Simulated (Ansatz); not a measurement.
Start from BN in the wurtzite structure (space group P6_3mc, No. 186).

```
CELL_PARAMETERS angstrom
      2.54100     0.00000     0.00000
     -1.27050     2.20057     0.00000
      0.00000     0.00000     4.20330
ATOMIC_POSITIONS crystal
  B  0.33333 0.66667 0.00027
  B  0.66667 0.33333 0.50027
  N  0.33333 0.66667 0.37473
  N  0.66667 0.33333 0.87473
```

Cartesian axes are those of the cell as printed.

Computed with PBEsol (Ansatz, a first-principles code; PAW; 420 eV plane waves; no spin-orbit coupling).

Before the change:

Smallest direct gap: 8.21 eV
Pressure: 0.00 GPa
Band gap: 4.96 eV
Valence-band top at Γ: 0.00, 0.00, -0.28 eV

It is then changed as follows: tensor shear ε_xz = +1.67 % (engineering shear γ = 0.0334), atoms relaxed at fixed cell.

Task: Predict the new smallest direct gap.

Result: The smallest direct gap shrinks by 0.07 eV, from 8.21 eV to 8.14 eV.

Task: Estimate the effect on the pressure.

Result: The pressure (mean of the normal stresses, compression positive) goes from zero to 0.16 GPa.

Task: What happens to the band gap?

Result: The band gap decreases by 0.06 eV (4.96 eV → 4.90 eV).

Task: What happens to the valence-band top at Γ?

Result: The valence-band top at Γ (three highest levels, from the VBM) changes from 0.00, 0.00, -0.28 eV to 0.00, -0.07, -0.41 eV.

The cells carry an imposed strain or load. Whether these cells are dynamically stable was not tested.
